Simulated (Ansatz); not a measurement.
Nb under load (space group I4/mmm): band-structure transport figures

Data:

```xyz
1
Lattice="-1.6115 1.6115 1.6360 1.6115 -1.6115 1.6360 1.6115 1.6115 -1.6360" Properties=species:S:1:pos:R:3 pbc="T T T"
Nb     0.0000     0.0000     0.0000
```

Calculation: PBEsol with spin-orbit coupling, rigid bands (plane waves, PAW; Ansatz, a program for electronic structure). Condition of this run: biaxial strain xx = yy = -1.5 %, z clamped with spin-orbit coupling. How the cell was made: cell and atoms relaxed with PBEsol, then loaded as said.

```
Item                                                                  Result
------------------------------------  --------------------------------------
density of states at the Fermi level       1.38 states/(eV·cell), both spins
bare Sommerfeld coefficient                         3.3 mJ/(mol of atoms·K²)
Drude plasma energy                                                   9.7 eV
root-mean-square Fermi velocity                                    6.6e5 m/s
resistivity times τ                   5.2 (x), 5.2 (y), 5.3 (z) ×10⁻²² Ω·m·s
resistivity times mean free path                             3.7 ×10⁻¹⁶ Ω·m²
```

A metal at this level (no band gap); rigid bands, thermally averaged at 300 K, both spins. τ is one relaxation time for all states; the product of resistivity and mean free path takes one path for all states instead.
